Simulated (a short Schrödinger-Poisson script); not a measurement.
Stack: MOS inversion layer, SiO2 on p-type Si(100), at 300 K.

From the gate side: 2.2 nm SiO2; 1400 nm Si, acceptors 1e17 cm⁻³.

Constants are typed, rounded textbook-type inputs, not results; the design itself was drawn at random and stands for no fabricated device. SiO2: permittivity 3.9, conduction-band edge (eV) 3.15, gap (eV) 9, electron mass (mₑ) 0.5. Si: permittivity 11.7, conduction-band edge (eV) 0, gap (eV) 1.124, Nv at 300 K (cm⁻³) 3.1e19.

Channel valleys (confinement mass, in-plane density-of-states mass, number): Δ2 0.916, 0.19, 2; Δ4 0.19, 0.417, 4. At the gate the conduction-band edge of layer 1 lies 3.4 eV − eVg above the Fermi level of the channel; the field vanishes at the back. Gaps are held at their typed values at every temperature. Mesh 0.03 nm at interfaces.

From a short Schrödinger-Poisson script (our own, NumPy): 1D Poisson equation in equilibrium, electrons quantum, Hartree (BenDaniel-Duke, 12 states a valley, the channel's in-plane mass for all, wave functions ending at the dielectric), parabolic valleys, classical holes, full ionisation, no traps, pinning or gate leakage.

| Vg (V) | electrons (cm⁻²) | C (μF/cm²) | Δ2 E0 (meV from the Fermi level) | Δ4 E0 (meV from the Fermi level) |
|---|---|---|---|---|
| 0.3 | 9.00e10 | 0.420 | 122.4 | 158.7 |
| 0.45 | 7.67e11 | 0.975 | 62.4 | 105.3 |
| 0.6 | 1.76e12 | 1.13 | 36.0 | 86.3 |
| 0.75 | 2.85e12 | 1.20 | 18.8 | 76.1 |
| 0.9 | 3.99e12 | 1.24 | 5.8 | 69.3 |
| 1.05 | 5.17e12 | 1.27 | -5.1 | 64.2 |
| 1.2 | 6.36e12 | 1.29 | -14.6 | 60.1 |
| 1.35 | 7.58e12 | 1.30 | -23.3 | 56.7 |
| 1.5 | 8.80e12 | 1.31 | -31.3 | 53.6 |
| 1.65 | 1.00e13 | 1.32 | -38.9 | 50.9 |
| 1.8 | 1.13e13 | 1.33 | -46.1 | 48.4 |
| 1.95 | 1.25e13 | 1.34 | -53.1 | 46.0 |
| 2.1 | 1.38e13 | 1.34 | -59.9 | 43.8 |
| 2.25 | 1.50e13 | 1.35 | -66.5 | 41.7 |
| 2.4 | 1.63e13 | 1.35 | -73.0 | 39.6 |
| 2.55 | 1.76e13 | 1.36 | -79.3 | 37.7 |
| 2.7 | 1.89e13 | 1.36 | -85.6 | 35.7 |

Gate voltages with under 1e9 electrons/cm² are left out.

Question: At Vg = 2.7 V the lowest Δ2 subband lies at -85.6 meV from the Fermi level. How many electrons does it hold, and what share of all?

Answer: The two-dimensional density of states is g m/(πħ²) = 1.59e11 cm⁻² meV⁻¹ (both spins), kT = 25.9 meV, so n = D kT ln(1 + exp(−E/kT)) = 1.37e13 cm⁻², 0.73 of the 1.89e13 cm⁻² in all.

Question: Compare the slope of the sheet density between 2.4 and 2.7 V with the geometric capacitance of the layers between gate and channel.

Answer: q Δn/ΔV = 1.39 μF/cm²; ε0/Σ(t/ε) = 1.57 μF/cm². The ratio is 0.88: the channel acts as a further capacitance in series.
